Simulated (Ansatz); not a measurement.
Structures of equal composition on the (111) surface of fcc Ag: a layer of Nb in place of the second plane; a layer of Nb in place of the third plane. The slabs share one bottom face, and each structure is named by its start. These are constructed structures in small cells; real faces may alloy, dewet or reconstruct in larger ones, and not all known structures of the face are among them. Slabs of about 12 Å, Fermi-Dirac smearing of 0.1 eV. Bottom of the slabs: a bare face, its two planes held. Relaxed from the named starts with such symmetry as they have, on meshes of like density; energies extrapolated to zero smearing; spin only where a row says so; no spin-orbit coupling, no U. Brackets mark spin-polarised runs, whose order is one that fits the cell.

All values below come from PBE (plane waves to 420 eV, PAW; Ansatz, a first-principles code).

Question: Rank these by energy per 1x1 cell (lowest first), as PBE gives it.

Answer: a layer of Nb in place of the third plane (0.000 eV), a layer of Nb in place of the second plane (0.143 eV)
